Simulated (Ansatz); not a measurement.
# Input and output of a self-consistent single point for Sc (P6_3/mmc, 4 atoms in the cell) (Ansatz)

Computed with LDA (PW92), harder PAW files (source: ansatz) made with PBE (plane waves; Ansatz, a program for electronic structure).

This input was run:

Ansatz 0.2 input:
```yaml
crystal:
  lattice:
    - [3.299851, 0.000000, 0.000000]
    - [-1.649925, 2.857754, 0.000000]
    - [0.000000, 0.000000, 10.617291]
  atoms:
    - { symbol: Sc, position: [0.000000, 0.000000, 0.000000] }
    - { symbol: Sc, position: [0.000000, 0.000000, 0.500000] }
    - { symbol: Sc, position: [0.333333, 0.666667, 0.250000] }
    - { symbol: Sc, position: [0.666667, 0.333333, 0.750000] }
basis:
  ecutwfc: 610.0
kpoints:
  mp_grid:
    grid: [8, 8, 2]
hamiltonian:
  xc: lda
  pseudopotentials:
    kind: paw
    source: ansatz
scf:
  occupations:
    method: methfessel_paxton
    width: 0.05
output:
  forces: true
  eigenvalues: true
  stress: true
```

Log, with long lists cut:

```
WARN the atoms were moved onto the symmetric positions of the space group found under crystal.symmetry.tolerance 1.0e-5 (fractional …
WARN ansatz: RAYON_NUM_THREADS=1 ignored (pool sized by the plan → 1); use --threads N
Pseudopotentials: kind: paw
Pseudopotential: Sc, paw, valence charge 11
Crystal: 4 atoms, lattice volume = 100.123 Å³
Basis set: ecut = 610 eV, 3451 PW (Γ)
Bands: 27, of which v1, the nominal top of the filled ones, is band 22 counted from 1 (21 counted from 0)
Symmetry: 24 space group operations
Space group: P63/mmc (ITA 194), of the structure as read, at distance tolerance 4.6e-5 Å
k-points: 20 of 128
PAW frozen core: Sc, regenerated for the run's functional, and the local potential with it
Initial density: superposition of atomic densities (chi_scale 0.1, normalization cell)
Initial wavefunctions: pseudopotential atomic-orbital guess
Eigensolver: davidson
Functional: x = slater, c = lda
SCF iter   1: F=—  HF=-8356.059346 eV  |F-HF|=—  |Δ(HF+E_count)|=         —  Δρ=2.27e-2  dr2=6.73e-1  ethr=3.10e-3  ⟨swp⟩=5.7  Hψ=2062  notcnv=0
all-band conjugate gradients solve this SCF's bands
preconditioner: auto → Resta (q_TF=auto, 2.379 Å⁻¹)
SCF iter   2: F=—  HF=-8355.873776 eV  |F-HF|=—  |Δ(HF+E_count)|=   1.86e-1  S|Δr|=    0.00e0  Δρ=1.03e-2  dr2=1.56e-1  ethr=1.53e-3  ⟨swp⟩=2.1  Hψ=866  notcnv=0  defer=10
SCF iter   3: F=—  HF=-8355.834412 eV  |F-HF|=—  |Δ(HF+E_count)|=   3.94e-2  S|Δr|=    0.00e0  Δρ=3.56e-3  dr2=1.46e-2  ethr=3.54e-4  ⟨swp⟩=4.1  Hψ=1163  notcnv=0  defer=10
SCF iter   4: F=—  HF=-8355.835046 eV  |F-HF|=—  |Δ(HF+E_count)|=   6.34e-4  S|Δr|=    0.00e0  Δρ=2.80e-3  dr2=2.08e-2  ethr=3.33e-5  ⟨swp⟩=3.0  Hψ=966  notcnv=0  defer=10
SCF iter   5: F=—  HF=-8355.833205 eV  |F-HF|=—  |Δ(HF+E_count)|=   1.84e-3  S|Δr|=    0.00e0  Δρ=6.10e-4  dr2=3.70e-4  ethr=3.33e-5  ⟨swp⟩=1.9  Hψ=665  notcnv=0  defer=10
SCF iter   6: F=—  HF=-8355.833142 eV  |F-HF|=—  |Δ(HF+E_count)|=   6.30e-5  S|Δr|=    0.00e0  Δρ=2.03e-4  dr2=4.59e-5  ethr=8.41e-7  ⟨swp⟩=2.0  Hψ=900  notcnv=0  defer=10
SCF iter   7: F=—  HF=-8355.833124 eV  |F-HF|=—  |Δ(HF+E_count)|=   1.81e-5  S|Δr|=    0.00e0  Δρ=4.45e-5  dr2=2.28e-6  ethr=1.04e-7  ⟨swp⟩=3.0  Hψ=991  notcnv=0  defer=10
SCF iter   8: F=-8355.833123 eV  HF=-8355.833123 eV  |F-HF|=7.77e-10  |Δ(HF+E_count)|=   6.91e-7  S|Δr|=    0.00e0  Δρ=2.86e-6  dr2=6.53e-9  ethr=2.27e-10  ⟨swp⟩=8.6  Hψ=3042  notcnv=0
SCF 1 converged in 8 iterations: F = -8355.833123 eV  dr2 = 6.53e-9
SCF converged after 8 iterations
Stability not checked (fill_not_monotonic)
Free energy (F): -8355.833123 eV
Harris-Foulkes:  -8355.833123 eV  (|F-HF|=7.77e-10)
Internal energy: -8355.831391 eV  (E = F + TS)
E sigma→0 (E₀):  -8355.832690 eV
Entropy (-TS):   -0.001732 eV (-0.433 meV/atom)
Fermi energy:    8.741080 eV
--- Per-component energies (eV) ---
  E_band       = -689.862192
  E_kinetic    = 1618.474133
  E_local      = -4633.286835  (includes V_loc(G=0)·N_el)
  E_nonlocal   = 992.272834
  E_hartree    = 1206.858785
  E_xc         = -617.434926
  E_vxc        = -807.330005  (∫ρ·V_xc dr)
  E_paw        = -3483.401204  (= ΣΔE_a)
  E_vpaw       = -273.708223  (= ΣTr[D̂ρ^β])
  E_aug_tail   = 0.000058  (compensation charges beyond the density's cutoff)
  E_ewald      = -3440.533795
  E_core_change = 1.219559  (= ΣΔE_core)
  E_smearing   = -0.001732  (= −TS)
  E_closure    = -0.000000  (closes the sum)
  Σ components = -8355.833123   (vs F -8355.833123, Δ=0.00e0)
--- Forces (eV/Å), atoms counted from 1 ---
  atom   1  Sc     0.00000000     0.00000000     0.00000000
   [... zero for the other atoms too ...]
  max |Σ_I F_I| component: 1.39e-17 eV/Å
--- Stress (GPa, compression-positive) ---
       -5.330539      -0.000000       0.000000
       -0.000000      -5.330539      -0.000000
        0.000000      -0.000000      -5.983008
  P = ⅓ Tr σ = -5.5480 GPa (-55.480 kbar)
  The stress holds the Pulay correction. Without it, at fixed plane waves, as pw.x and ABINIT print it: P = -5.5557 GPa
--- Band table (eV; the first three rows and the last of 20) ---
  k-point 0: bands = ["-40.2263", "-40.2072", "-40.1766", "-40.1572", "-19.3066", "-19.1344", "-19.0817", "-18.9720", "-18.9720", "-18.9520", "-18.9520", "-18.9338", "-18.9338", "-18.9136", "-18.9136", "-18.9030", "3.6552", "5.1153", "5.1172", [...]
  k-point 1: bands = ["-40.2185", "-40.2185", "-40.1651", "-40.1651", "-19.2503", "-19.2503", "-18.9645", "-18.9645", "-18.9645", "-18.9645", "-18.9625", "-18.9625", "-18.9212", "-18.9212", "-18.9212", "-18.9212", "4.0488", "4.0488", "6.4215", [...]
  k-point 2: bands = ["-40.2191", "-40.2019", "-40.1713", "-40.1538", "-19.2874", "-19.1400", "-19.0951", "-19.0117", "-18.9851", "-18.9769", "-18.9638", "-18.9617", "-18.9545", "-18.9436", "-18.9200", "-18.9105", "3.9949", "5.4115", "5.4136", [...]
  k-point 19: bands = ["-40.1673", "-40.1673", "-40.1361", "-40.1361", "-19.2258", "-19.2258", "-19.2015", "-19.2015", "-19.1270", "-19.1270", "-19.0980", "-19.0980", "-19.0218", "-19.0218", "-18.9845", "-18.9845", "7.8980", "7.8980", "8.0333", [...]
```

The run converged in 8 iterations.

The starting cell was generated: these elements placed on a structure prototype, without a prior relaxation; it need not be a known phase or ordering of this composition. With a pressure of about -6 GPa the cell is away from its equilibrium volume at this level. Ansatz's pressure includes its estimate of the finite-basis (Pulay) stress.
